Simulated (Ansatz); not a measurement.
We consider Sc₃Co (model structure, started from the Cu3Au type, Pm-3m, No. 221, 4 atoms in the cell), described by r²SCAN in Ansatz (plane waves, PAW).

Settings: plane-wave cutoff 560 eV, 12×12×12 k mesh, Fermi–Dirac smearing 0.05 eV, spin-polarised with parallel moments, scalar-relativistic PAW data made under PBE.

Cell (relaxed at this level):

```
CoSc3
1.0
    4.33161     0.00000     0.00000
    0.00000     4.33161     0.00000
    0.00000     0.00000     4.33161
Sc Co
3 1
Direct
  0.00000   0.50000   0.50000
  0.50000   0.50000   0.00000
  0.50000   0.00000   0.50000
  0.00000   0.00000   0.00000
```
Starting moments (μB, in the order of the record's atoms Sc Sc Sc Co): 0.0 0.0 0.0 3.0.

### Question
What does this level give for the bulk modulus B0?

### Answer

- bulk modulus B0 = 62.7 GPa

The run finds no gap.

Note: the magnetic order was assumed, not searched for or taken from measurement; the bulk modulus is −V dP/dV from two relaxed cells at ±2 % in volume; the relaxation could raise the start's symmetry but not lower it, so the cell can be a saddle point.

Static lattice: no zero-point or thermal effects.

It cost around 5 core-minutes (rough) of CPU time.

A model structure was made by putting elements into a prototype or built by hand; it is no filed structure, need not be a known phase, and can be a saddle point held by its symmetry.

Ansatz is an electronic-structure program.
